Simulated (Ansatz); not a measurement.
We consider NbSi2 (P6₄22, No. 181), described by r²SCAN in Ansatz (plane waves, PAW).

Settings: plane-wave cutoff 500 eV, 12×12×6 k mesh (along the axes of the cell as run), Fermi–Dirac smearing 0.05 eV, no spin polarisation, scalar-relativistic PAW data made under PBE.

Computed at the level's own relaxed cell.

Q: What does this level give for the volume per atom, equilibrium lattice constant a and lattice parameter c?

A: 
* **volume per atom**: 14.56 Å³/atom
* **equilibrium lattice constant a**: 4.796 Å
* **lattice parameter c**: 6.580 Å

The run finds no gap.

Computed values are for the static lattice.

Ansatz is a program for electronic structure.
